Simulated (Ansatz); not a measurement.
Results of r²SCAN-D4 (PAW; Ansatz, a program for electronic structure) for L1₂ (Cu3Au-type) Ni3Fe.

Run with plane-wave cutoff 560 eV, 16×16×16 k mesh, Fermi–Dirac smearing 0.05 eV, spin-polarised with parallel moments, scalar-relativistic PAW data made under PBE.

Pressure at four volumes; x = ln(V/10.758 Å³). One pressure is withheld.

```tsv
V (Å³/atom)	x	P (GPa)
10.113	-0.0618	15.42
10.758	0.0000	0.00
11.189	0.0393	-7.77
11.404	0.0583	?
```

Pass a parabola P(x) through the three rows shown, estimate the bulk modulus and its pressure derivative near zero pressure, and predict the withheld pressure.

Slopes between the rows: (0.00 − (15.42))/(0.0000 − (-0.0618)) = -249.51 and (-7.77 − (0.00))/(0.0393 − (0.0000)) = -197.71 GPa. Their difference over the span 0.1011 is c = 51.80/0.1011 = 512.4 GPa, so P(x) = 15.42 + (-249.51)(x − (-0.0618)) + 512.4 (x − (-0.0618))(x − (0.0000)). At the middle row B = −dP/dx = −[-249.51 + 512.4 × 0.0618] = 217.8 GPa, and B′ = dB/dP = 2c/B = 4.7. At x = 0.0583 the parabola gives -10.96 GPa; the run gives -11.03 GPa. The Birch–Murnaghan fit to the energies at all volumes has B0 = 217 GPa and B′ = 4.6.
